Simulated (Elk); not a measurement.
Band structure of Ta2N (P-3m1, 3 atoms in the cell).

```
CELL_PARAMETERS angstrom
      3.08547     0.00000     0.00000
     -1.54273     2.67209     0.00000
      0.00000     0.00000     4.82698
ATOMIC_POSITIONS crystal
  Ta 0.66667 0.33333 0.74529
  Ta 0.33333 0.66667 0.25471
  N  0.00000 0.00000 0.00000
```

Level of theory: PBE, all-electron FP-LAPW, Elk's shipped species files, APW+lo basis with extra local orbitals in Elk.

Settings: xctype = 20; rgkmax = 8; swidth = 0.00499791 Ha; ngridk = 14 14 8; gmaxvr = 16 1/bohr; nxlo = 2; lorbcnd = true; rmtscf = 0.83; lmaxi = 2; maxscl = 100.

The starting cell comes from a database of computed structures (which also holds hypothetical and non-ambient phases and stackings), without a prior relaxation at this level. Its lattice was rescaled by a random factor within 2.5 % of one. Spin-orbit coupling is off. Spin polarisation is off. Values depend on the basis (sphere radii, cutoffs, local orbitals), which need not be converged.

Levels in eV from the Fermi level, bands 27 to 34:
```
point     27     28     29     30    31    32    33    34
-----  -----  -----  -----  -----  ----  ----  ----  ----
Γ      -4.93  -0.67  -0.23  -0.23  0.29  0.31  0.31  1.20
M      -4.66  -2.63  -1.34   1.84  1.97  3.86  4.16  4.39
K      -3.43  -2.75  -2.75   1.34  1.34  3.06  3.58  3.58
A      -2.91  -2.63  -1.14  -1.14  1.85  2.05  2.39  2.39
L      -3.35  -2.15  -2.10  -0.26  0.77  3.42  3.65  4.17
H      -2.50  -1.91  -1.91   0.66  0.80  0.80  4.14  4.14
```

Bands cross the Fermi level along this path, so the cell is metallic at this level.
